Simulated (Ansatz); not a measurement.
The reference is ZnCu in the CsCl type structure (space group Pm-3m, No. 221; a = 2.964 Å; relaxed with 0.1 eV smearing).

The values are results of PBE (Ansatz, a quantum-chemistry and plane-wave program, PAW, scalar-relativistic without spin-orbit coupling), not measurements.

Base values:

```
Property    Value
--------  -------
Pressure  0.0 GPa
```

It is then changed as follows: the cell is scaled by 1.0300 in all directions, atoms relaxed at fixed cell.

### Question
Estimate the effect on the energy relative to the base and pressure.

### Answer
The energy grows by 34 meV/atom; the pressure goes from zero to -8.1 GPa.

The cells carry an imposed strain or load. Whether these cells are dynamically stable was not tested. All final runs are without spin polarisation.
